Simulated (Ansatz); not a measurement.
The parent structure is ZrSi₂ (space group Cmcm, No. 63; a = 3.689 Å, b = 14.858 Å, c = 3.667 Å). Axes: x, y, z lie along a, b, c of the conventional cell.

Level of theory: r2SCAN (Ansatz, a first-principles code; PAW; 500 eV plane waves; no SOC).

It is then changed as follows: an isotropic linear strain of −1.37 %; the atoms relax in the strained cell.

Problem. Predict the stress tensor and what it implies for the stiffness.

Solution. Stress of the strained cell less that of the base (GPa, compression positive):
```
    6.2     0.0     0.0
    0.0     5.0     0.0
    0.0     0.0     6.8
```

Then B = −ΔP/(ΔV/V₀) with ΔV/V₀ = -0.0405 gives secant stiffness values (nonlinear terms included at this strain): B (at held cell shape, above the free-shape value) ≈ 148 GPa.

As a check, the harmonic strain energy −½ V₀ Δσ:ε is 13 meV/atom; the computed energy rise is 12 meV/atom.

Stability against distortions was not tested. All final runs are without spin polarisation.
